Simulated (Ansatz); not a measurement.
**Ansatz (a first-principles code) run on Sn (I4_1/amd, 2 atoms in the cell): self-consistent single point**

Level of theory: PBE, harder PAW files (source: ansatz) (plane waves; Ansatz).

Input as run:

Ansatz 0.2 input:
```yaml
# Sn
crystal:
  lattice:
    - [-2.940140, 2.940140, 1.599300]
    - [2.940140, -2.940140, 1.599300]
    - [2.940140, 2.940140, -1.599300]
  atoms:
    - { symbol: Sn, position: [0.750000, 0.250000, 0.500000] }
    - { symbol: Sn, position: [0.000000, 0.000000, 0.000000] }
basis:
  ecutwfc: 640.0
kpoints:
  mp_grid: { grid: [12, 12, 12] }
hamiltonian:
  xc: pbe
  pseudopotentials: { kind: paw, source: ansatz }
scf:
  occupations: { method: methfessel_paxton, width: 0.05 }
output:
  forces: true
  eigenvalues: true
  stress: true
```

Output (repeated stretches shortened):

```
WARN ansatz: RAYON_NUM_THREADS=1 ignored (pool sized by the plan → 1); use --threads N
Pseudopotentials: kind: paw
Pseudopotential: Sn, paw, valence charge 22
Crystal: 2 atoms, lattice volume = 55.300 Å³
Basis set: ecut = 640 eV, 2007 PW (Γ), exchange–correlation on 80×80×80 points (8 copies of the dense FFT grid, shifted against one another)
Bands: 27, of which v1, the nominal top of the filled ones, is band 22 counted from 1 (21 counted from 0)
Symmetry: 16 space group operations
Space group: I41/amd (ITA 141), of the structure as read, at distance tolerance 3.8e-5 Å
k-points: 163 of 1728
Initial density: superposition of atomic densities (chi_scale 0.1, normalization cell)
Initial wavefunctions: pseudopotential atomic-orbital guess
Eigensolver: davidson
Functional: x = pbe(κ = 0.804, μ = 0.2195149727645171), c = pbe(β = 0.06672455060314922)
SCF iter   1: F=—  HF=-19450.461714 eV  |F-HF|=—  |Δ(HF+E_count)|=         —  Δρ=1.46e-2  dr2=1.15e-1  ethr=3.10e-3  ⟨swp⟩=5.4  Hψ=17122  notcnv=0
all-band conjugate gradients solve this SCF's bands
preconditioner: auto → Kerker (q_TF=auto, 2.626 Å⁻¹)
SCF iter   2: F=—  HF=-19450.448814 eV  |F-HF|=—  |Δ(HF+E_count)|=   1.29e-2  S|Δr|=    0.00e0  Δρ=9.28e-3  dr2=4.48e-2  ethr=2.61e-4  ⟨swp⟩=2.0  Hψ=6381  notcnv=0  defer=128
preconditioner: auto → none
SCF iter   3: F=—  HF=-19450.444987 eV  |F-HF|=—  |Δ(HF+E_count)|=   3.83e-3  S|Δr|=    0.00e0  Δρ=1.64e-3  dr2=1.14e-3  ethr=1.02e-4  ⟨swp⟩=3.0  Hψ=7229  notcnv=0  defer=128
SCF iter   4: F=—  HF=-19450.444740 eV  |F-HF|=—  |Δ(HF+E_count)|=   2.47e-4  S|Δr|=    0.00e0  Δρ=3.63e-4  dr2=3.26e-5  ethr=2.60e-6  ⟨swp⟩=2.0  Hψ=6608  notcnv=0  defer=128
SCF iter   5: F=—  HF=-19450.444758 eV  |F-HF|=—  |Δ(HF+E_count)|=   1.81e-5  S|Δr|=    0.00e0  Δρ=3.73e-5  dr2=4.01e-7  ethr=7.40e-8  ⟨swp⟩=2.0  Hψ=7536  notcnv=0  defer=128
SCF iter   6: F=-19450.444758 eV  HF=-19450.444758 eV  |F-HF|=3.09e-9  |Δ(HF+E_count)|=   1.30e-7  S|Δr|=    0.00e0  Δρ=4.01e-6  dr2=7.10e-9  ethr=2.27e-10  ⟨swp⟩=8.9  Hψ=19408  notcnv=0
SCF 1 converged in 6 iterations: F = -19450.444758 eV  dr2 = 7.10e-9
SCF converged after 6 iterations
Stability not checked (fill_not_monotonic)
Free energy (F): -19450.444758 eV
Harris-Foulkes:  -19450.444758 eV  (|F-HF|=3.09e-9)
Internal energy: -19450.444800 eV  (E = F + TS)
E sigma→0 (E₀):  -19450.444769 eV
Entropy (-TS):   0.000042 eV (0.021 meV/atom)
Fermi energy:    12.528012 eV
--- Per-component energies (eV) ---
  E_band       = -1452.221752
  E_kinetic    = 1619.882732
  E_local      = -9943.682325  (includes V_loc(G=0)·N_el)
  E_nonlocal   = 503.144578
  E_hartree    = 4098.433911
  E_xc         = -442.774790
  E_vxc        = -575.886133  (∫ρ·V_xc dr)
  E_paw        = -8697.759408  (= ΣΔE_a)
  E_vpaw       = -1252.554934  (= ΣTr[D̂ρ^β])
  E_aug_tail   = -0.000109  (compensation charges beyond the density's cutoff)
  E_ewald      = -6587.689390
  E_smearing   = 0.000042  (= −TS)
  E_closure    = -0.000000  (closes the sum)
  Σ components = -19450.444758   (vs F -19450.444758, Δ=0.00e0)
--- Forces (eV/Å), atoms counted from 1 ---
  atom   1  Sn     0.00000000    -0.00000000     0.00000000
  atom   2  Sn     0.00000000    -0.00000000     0.00000000
  max |Σ_I F_I| component: 4.16e-17 eV/Å
--- Stress (GPa, compression-positive) ---
        1.344271       0.000000      -0.000000
        0.000000       1.344271       0.000000
        0.000000       0.000000       1.318825
  P = ⅓ Tr σ = 1.3358 GPa (13.358 kbar)
  The stress holds the Pulay correction. Without it, at fixed plane waves, as pw.x and ABINIT print it: P = 1.3353 GPa
--- Band table (eV; the first three rows and the last of 163) ---
  k-point 0: bands = ["-116.8543", "-116.8535", "-72.6367", "-72.6364", "-72.6263", "-72.6263", "-72.6197", "-72.6197", "-9.1031", "-9.0233", "-8.9833", "-8.9708", "-8.8299", "-8.8299", "-8.8197", "-8.8197", "-8.7394", "-8.6346", "1.5382", "8.8324", [...]
  k-point 1: bands = ["-116.8543", "-116.8536", "-72.6367", "-72.6364", "-72.6262", "-72.6262", "-72.6198", "-72.6198", "-9.0976", "-9.0243", "-8.9788", "-8.9743", "-8.8325", "-8.8269", "-8.8183", "-8.8177", "-8.7427", "-8.6402", "1.5997", "8.3220", [...]
  k-point 2: bands = ["-116.8542", "-116.8536", "-72.6367", "-72.6365", "-72.6259", "-72.6259", "-72.6201", "-72.6201", "-9.0815", "-9.0267", "-8.9836", "-8.9654", "-8.8407", "-8.8191", "-8.8147", "-8.8118", "-8.7520", "-8.6560", "1.7842", "7.3705", [...]
  k-point 162: bands = ["-116.8539", "-116.8539", "-72.6365", "-72.6365", "-72.6269", "-72.6269", "-72.6192", "-72.6192", "-9.0356", "-9.0356", "-8.8502", "-8.8502", "-8.8426", "-8.8426", "-8.8273", "-8.8273", "-8.8156", "-8.8156", "5.0270", [...]
```

The run converged in 6 iterations.

The starting cell comes from a database of computed structures (which also holds hypothetical and non-ambient phases and stackings), without a prior relaxation at this level. Ansatz's pressure includes its estimate of the finite-basis (Pulay) stress.
